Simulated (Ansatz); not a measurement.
# How a calculation on CrCuSe₂ (Pna2_1, 16 atoms in the cell) responds to its settings

```
CELL_PARAMETERS angstrom
      6.91352     0.00000     0.00000
      0.00000     8.16465     0.00000
      0.00000     0.00000     6.58395
ATOMIC_POSITIONS crystal
  Cu 0.08300 0.62500 0.00000
  Cu 0.91700 0.37500 0.50000
  Cu 0.58300 0.87500 0.00000
  Cu 0.41700 0.12500 0.50000
  Cr 0.07800 0.12500 0.00000
  Cr 0.92200 0.87500 0.50000
  Cr 0.57800 0.37500 0.00000
  Cr 0.42200 0.62500 0.50000
  Se 0.06800 0.11200 0.36500
  Se 0.93200 0.88800 0.86500
  Se 0.56800 0.38800 0.36500
  Se 0.43200 0.61200 0.86500
  Se 0.09500 0.64000 0.39500
  Se 0.90500 0.36000 0.89500
  Se 0.59500 0.86000 0.39500
  Se 0.40500 0.14000 0.89500
```
Moments meant for the start (each program seeds them in its own way; μB, in the order of the atoms Cu Cu Cu Cu Cr Cr Cr Cr Se Se Se Se Se Se Se Se): 0.0 0.0 0.0 0.0 3.0 3.0 3.0 3.0 0.0 0.0 0.0 0.0 0.0 0.0 0.0 0.0.

Base run A: PBE in Ansatz (a quantum-chemistry and plane-wave program), self-consistent single point.

Its settings: basis.ecutwfc = 420 eV; kpoints.mp_grid.grid = 3 3 3; hamiltonian.xc = pbe; hamiltonian.pseudopotentials = {kind: paw} (the program's default PAW files); magnetization.spin_polarized = true; scf.occupations.method = cold; scf.occupations.width = 0.1 eV.

The starting cell was generated: these elements placed on a structure prototype, without a prior relaxation; it need not be a known phase or ordering of this composition. The magnetic order is the one reached from the typed start; others were not searched systematically. In the base run, forces exceed 1 eV/Å. Ansatz's pressure includes its estimate of the finite-basis (Pulay) stress.

ΔF is the free energy per atom less that of run A. 

Run A gave: pressure (GPa) -1.12; largest force (eV/Å) 1.194; size of the net moment (μB/atom) 0.75; iterations 20.

Runs:
- B: scf.mixing.algorithm, scf.mixing.beta_mag = broyden, 0.2
- C: scf.mixing.algorithm, scf.mixing.beta_mag = broyden, 0.5
- D: scf.mixing.algorithm, scf.mixing.beta_mag = broyden, 1
- E: scf.mixing.algorithm, scf.mixing.beta_mag = broyden, 2

### Question
Which runs reach the base run's state, and which is quickest in iterations?

### Answer
Runs B, C, D, E gave the same state as A (within 1 meV/atom and 0.1 μB a site). The fewest iterations to that state were 20 (A); the most were 28.

```json
[
 {"run": "A", "ΔF (meV/atom)": "0.00", "pressure (GPa)": "-1.12", "largest force (eV/Å)": "1.194", "size of the net moment (μB/atom)": "0.75", "iterations": "20"},
 {"run": "B", "ΔF (meV/atom)": "0.00", "pressure (GPa)": "-1.12", "largest force (eV/Å)": "1.194", "size of the net moment (μB/atom)": "0.75", "iterations": "23"},
 {"run": "C", "ΔF (meV/atom)": "0.00", "pressure (GPa)": "-1.12", "largest force (eV/Å)": "1.194", "size of the net moment (μB/atom)": "0.75", "iterations": "22"},
 {"run": "D", "ΔF (meV/atom)": "0.00", "pressure (GPa)": "-1.12", "largest force (eV/Å)": "1.194", "size of the net moment (μB/atom)": "0.75", "iterations": "22"},
 {"run": "E", "ΔF (meV/atom)": "0.00", "pressure (GPa)": "-1.12", "largest force (eV/Å)": "1.194", "size of the net moment (μB/atom)": "0.75", "iterations": "28"}
]
```

Keys are those of Ansatz 0.2.
